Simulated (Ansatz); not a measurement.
As_Si in alpha quartz (start: the Si site; 72-site cell, 2×2×2 Γ-centred sampling). Method: PBE, PAW (plane waves to 420 eV; Ansatz, a quantum-chemistry and plane-wave program). Total energies of the localised charge states, counted from that of charge +1, and their image corrections (point charge with alignment); the host's valence-band maximum lies at 1.990 eV on the cells' energy zero and its gap is 5.68 eV.

```csv
charge,moment (μB),E − E(first) (eV),correction (eV)
+1,not spin-polarised,0.000,0.521
0,1.0,5.339,0.000
−1,not spin-polarised,10.056,0.261
```

Problem. Derive the transition levels above the valence-band maximum and say which of them are thermodynamic.

Solution. A level is the Fermi energy at which two charges have equal formation energy: ε(q/q′) = [E(q′) + corr(q′) − E(q) − corr(q)] / (q − q′) − E_VBM.
ε(+1/0) = [(5.339 + 0.000) − (0.000 + 0.521)] / 1 − 1.990 = 2.83 eV
ε(0/−1) = [(10.056 + 0.261) − (5.339 + 0.000)] / 1 − 1.990 = 2.99 eV
Thermodynamic levels at least 0.1 eV inside the gap: (+1/0) at 2.83 eV; (0/−1) at 2.99 eV. They hold to tenths of an eV in this cell. Only the charges listed were compared. Flagged in the runs: a host whose relaxation on this sampling wasn't shown to rest, a strain field that reaches the edge of the cell.
